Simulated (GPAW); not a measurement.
Band structure of BN (F-43m, 2 atoms in the cell).

```
CELL_PARAMETERS angstrom
      0.00000     1.80750     1.80750
      1.80750     0.00000     1.80750
      1.80750     1.80750     0.00000
ATOMIC_POSITIONS crystal
  B  0.00000 0.00000 0.00000
  N  0.25000 0.25000 0.25000
```

Computed with PBE, GPAW PAW datasets PBE (gpaw-data 1.0.1) (plane waves; GPAW 25.7.0).

Settings: mode = pw; ecut = 950 eV; xc = PBE; kpts = 11 11 11; mesh shift (steps) = 0 0 0; occupations.name = fermi-dirac; occupations.width = 0.01 eV; nbands = -4; convergence.density = 1e-05 e/electron; convergence.bands = -2; symmetry.symmorphic = false; symmetry.tolerance = 0.0005; maxiter = 120; bandpath_npoints = 40.

The starting cell has typed, rounded lattice constants, without a prior relaxation at this level.

Q: Predict the gap along the standard path and the places of the band edges.

A: The gap along the path is 4.47 eV, from Γ to X; the smallest direct gap on it is 8.83 eV.

Levels in eV from the top of the valence band on the SCF mesh, bands 1 to 8:
```csv
point,1,2,3,4,5,6,7,8
Γ,-20.23,0.00,0.00,0.00,8.83,8.83,8.83,10.36
X,-14.64,-8.92,-4.90,-4.90,4.47,9.23,17.93,17.93
W,-14.33,-7.59,-6.97,-6.51,9.60,13.33,14.51,14.66
K,-14.56,-8.13,-7.66,-4.08,6.92,12.88,15.83,16.70
L,-16.01,-10.69,-1.94,-1.94,10.15,10.72,10.72,15.27
U,-14.56,-8.13,-7.66,-4.08,6.92,12.88,15.83,16.70
```
